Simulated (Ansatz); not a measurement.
rock-salt TaN (1 1 0) on tetragonal HfO2 (1 0 0) (film strained to the substrate, started from cuts of the bulks and a machine-learned relaxation)

A periodic stack without vacuum, rock-salt TaN (1 1 0) on tetragonal HfO2 (1 0 0) (film strained to the substrate, started from cuts of the bulks and a machine-learned relaxation): substrate slab Hf24O48, film N24Ta24, surface cells [[1, -1], [3, 0]] and [[0, -2], [2, -2]], film strained by -0.1 and +3.2 %, outermost planes HfO/HfO and NTa/NTa as cut, which need not be the usual terminations and can put a slab off its formula.

The start was prepared with a machine-learned potential, and the result is one local minimum, with the in-plane cell held and forces under 0.04 eV/Å; the film can end far from its bulk form.

These are PBE (plane waves to 420 eV, PAW; Ansatz, a program for electronic structure) values and carry that method's errors. No spin–orbit coupling; the runs are not spin-polarised; PBE gaps are too small against experiment. Its k-point mesh 5×3×1, Fermi–Dirac width 0.05 eV.

- interface area = 56.9 Å²
- period = 25.07 Å
- gaps between the outermost planes at the two interfaces = 1.78 and 1.83 Å
- Hf–Ta contacts across the interfaces within 1.22 times the sum of covalent radii = 26, mean 3.69 Å
- O–Ta contacts across the interfaces within 1.22 times the sum of covalent radii = 7, mean 2.09 Å
- Hf–N contacts across the interfaces within 1.22 times the sum of covalent radii = 3, mean 2.25 Å

```yaml
crystal:
  lattice:
    - [6.37979, -0.00004, 0.00438]
    - [6.10887, 8.91584, 0.33904]
    - [0.35732, 1.45311, 25.14373]
  atoms:
    - { symbol: Hf, position: [0.58881, 0.32770, 0.04640] }
    - { symbol: Hf, position: [0.65140, 0.62938, 0.05057] }
    - { symbol: Hf, position: [0.60393, 0.00262, 0.05339] }
    - { symbol: Hf, position: [0.12394, 0.98161, 0.09674] }
    - { symbol: Hf, position: [0.08899, 0.29993, 0.10807] }
    - { symbol: Hf, position: [0.10133, 0.65486, 0.10269] }
    - { symbol: O, position: [0.82321, 0.08980, 0.02848] }
    - { symbol: O, position: [0.81640, 0.40722, 0.04675] }
    - { symbol: O, position: [0.77058, 0.77066, 0.05285] }
    - { symbol: O, position: [0.36095, 0.24629, 0.05660] }
    - { symbol: O, position: [0.31668, 0.58883, 0.03169] }
    - { symbol: O, position: [0.27732, 0.01773, 0.02616] }
    - { symbol: O, position: [0.88267, 0.19946, 0.11218] }
    - { symbol: O, position: [0.93811, 0.52915, 0.10965] }
    - { symbol: O, position: [0.91221, 0.89377, 0.10886] }
    - { symbol: O, position: [0.40975, 0.41770, 0.11643] }
    - { symbol: O, position: [0.39297, 0.73001, 0.10816] }
    - { symbol: O, position: [0.38227, 0.04213, 0.12087] }
    - { symbol: Hf, position: [0.52934, 0.32417, 0.19408] }
    - { symbol: Hf, position: [0.50426, 0.66997, 0.19636] }
    - { symbol: Hf, position: [0.51771, 0.99053, 0.20040] }
    - { symbol: Hf, position: [0.00866, 0.98406, 0.25362] }
    - { symbol: Hf, position: [0.99969, 0.32771, 0.25071] }
    - { symbol: Hf, position: [0.01082, 0.65266, 0.25091] }
    - { symbol: O, position: [0.70504, 0.09540, 0.19588] }
    - { symbol: O, position: [0.71073, 0.43488, 0.18856] }
    - { symbol: O, position: [0.71152, 0.76656, 0.18883] }
    - { symbol: O, position: [0.22850, 0.25912, 0.18674] }
    - { symbol: O, position: [0.21268, 0.62181, 0.18425] }
    - { symbol: O, position: [0.21669, 0.92127, 0.18641] }
    - { symbol: O, position: [0.81812, 0.21835, 0.25894] }
    - { symbol: O, position: [0.81031, 0.55474, 0.25554] }
    - { symbol: O, position: [0.81446, 0.87817, 0.26276] }
    - { symbol: O, position: [0.30656, 0.39743, 0.25899] }
    - { symbol: O, position: [0.30347, 0.72269, 0.26578] }
    - { symbol: O, position: [0.29794, 0.04565, 0.26500] }
    - { symbol: Hf, position: [0.43503, 0.32637, 0.34158] }
    - { symbol: Hf, position: [0.42018, 0.65950, 0.34678] }
    - { symbol: Hf, position: [0.43027, 0.98272, 0.34503] }
    - { symbol: Hf, position: [0.88513, 0.98865, 0.40264] }
    - { symbol: Hf, position: [0.93493, 0.31779, 0.39811] }
    - { symbol: Hf, position: [0.93420, 0.63866, 0.40137] }
    - { symbol: O, position: [0.60747, 0.09684, 0.33754] }
    - { symbol: O, position: [0.62909, 0.43482, 0.33879] }
    - { symbol: O, position: [0.62481, 0.75116, 0.34005] }
    - { symbol: O, position: [0.12116, 0.28740, 0.32974] }
    - { symbol: O, position: [0.13992, 0.58757, 0.33369] }
    - { symbol: O, position: [0.13167, 0.92969, 0.33974] }
    - { symbol: O, position: [0.74526, 0.21362, 0.40091] }
    - { symbol: O, position: [0.71410, 0.54968, 0.41545] }
    - { symbol: O, position: [0.72837, 0.86654, 0.40554] }
    - { symbol: O, position: [0.22828, 0.37519, 0.41038] }
    - { symbol: O, position: [0.21559, 0.70206, 0.41531] }
    - { symbol: O, position: [0.24141, 0.08576, 0.41041] }
    - { symbol: Hf, position: [0.33898, 0.33438, 0.49388] }
    - { symbol: Hf, position: [0.42194, 0.63958, 0.48773] }
    - { symbol: Hf, position: [0.37104, 0.99512, 0.49142] }
    - { symbol: Hf, position: [0.89768, 0.96569, 0.53497] }
    - { symbol: Hf, position: [0.85386, 0.27648, 0.55620] }
    - { symbol: Hf, position: [0.88982, 0.64809, 0.55583] }
    - { symbol: O, position: [0.61523, 0.06244, 0.47191] }
    - { symbol: O, position: [0.56863, 0.41715, 0.48988] }
    - { symbol: O, position: [0.57550, 0.75855, 0.50230] }
    - { symbol: O, position: [0.11096, 0.24365, 0.49706] }
    - { symbol: O, position: [0.04457, 0.56062, 0.48090] }
    - { symbol: O, position: [0.11837, 0.93421, 0.46898] }
    - { symbol: O, position: [0.65118, 0.19256, 0.54665] }
    - { symbol: O, position: [0.71026, 0.50801, 0.56526] }
    - { symbol: O, position: [0.63838, 0.91902, 0.56470] }
    - { symbol: O, position: [0.19820, 0.42520, 0.56928] }
    - { symbol: O, position: [0.12260, 0.72598, 0.53583] }
    - { symbol: O, position: [0.14914, 0.02329, 0.55989] }
    - { symbol: N, position: [0.45124, 0.17515, 0.64564] }
    - { symbol: N, position: [0.91952, 0.21003, 0.64121] }
    - { symbol: N, position: [0.41970, 0.71169, 0.64257] }
    - { symbol: N, position: [0.94488, 0.67180, 0.64030] }
    - { symbol: N, position: [0.48923, 0.40584, 0.70785] }
    - { symbol: N, position: [0.99368, 0.40035, 0.70541] }
    - { symbol: N, position: [0.50824, 0.90482, 0.70982] }
    - { symbol: N, position: [0.97051, 0.90302, 0.70164] }
    - { symbol: N, position: [0.95351, 0.16929, 0.76465] }
    - { symbol: N, position: [0.45325, 0.15998, 0.76514] }
    - { symbol: N, position: [0.96641, 0.66133, 0.76241] }
    - { symbol: N, position: [0.44070, 0.66977, 0.76296] }
    - { symbol: N, position: [0.03007, 0.37099, 0.82835] }
    - { symbol: N, position: [0.51705, 0.36818, 0.82940] }
    - { symbol: N, position: [0.04015, 0.86831, 0.82536] }
    - { symbol: N, position: [0.50747, 0.87818, 0.82357] }
    - { symbol: N, position: [0.49626, 0.12813, 0.88722] }
    - { symbol: N, position: [0.98544, 0.13252, 0.88876] }
    - { symbol: N, position: [0.47488, 0.62882, 0.88444] }
    - { symbol: N, position: [0.02776, 0.62087, 0.88530] }
    - { symbol: N, position: [0.53702, 0.35457, 0.95307] }
    - { symbol: N, position: [0.03009, 0.35198, 0.94198] }
    - { symbol: N, position: [0.54758, 0.84480, 0.94396] }
    - { symbol: N, position: [0.02815, 0.85290, 0.95175] }
    - { symbol: Ta, position: [0.71519, 0.16044, 0.70217] }
    - { symbol: Ta, position: [0.20739, 0.14903, 0.69761] }
    - { symbol: Ta, position: [0.70600, 0.66436, 0.70264] }
    - { symbol: Ta, position: [0.20892, 0.65660, 0.69402] }
    - { symbol: Ta, position: [0.23580, 0.40913, 0.64890] }
    - { symbol: Ta, position: [0.66616, 0.47225, 0.64828] }
    - { symbol: Ta, position: [0.16520, 0.94046, 0.64260] }
    - { symbol: Ta, position: [0.67368, 0.94544, 0.64410] }
    - { symbol: Ta, position: [0.22911, 0.12666, 0.82578] }
    - { symbol: Ta, position: [0.74695, 0.12343, 0.82548] }
    - { symbol: Ta, position: [0.25114, 0.61689, 0.82251] }
    - { symbol: Ta, position: [0.73731, 0.62619, 0.82259] }
    - { symbol: Ta, position: [0.73428, 0.41653, 0.76807] }
    - { symbol: Ta, position: [0.23686, 0.40642, 0.76804] }
    - { symbol: Ta, position: [0.74593, 0.91743, 0.76784] }
    - { symbol: Ta, position: [0.22759, 0.91350, 0.76125] }
    - { symbol: Ta, position: [0.78520, 0.08259, 0.94615] }
    - { symbol: Ta, position: [0.31217, 0.07099, 0.94639] }
    - { symbol: Ta, position: [0.75545, 0.62007, 0.93369] }
    - { symbol: Ta, position: [0.26338, 0.62807, 0.95085] }
    - { symbol: Ta, position: [0.27019, 0.37816, 0.90023] }
    - { symbol: Ta, position: [0.76536, 0.38157, 0.89012] }
    - { symbol: Ta, position: [0.25847, 0.87721, 0.88911] }
    - { symbol: Ta, position: [0.77826, 0.87283, 0.88575] }
```
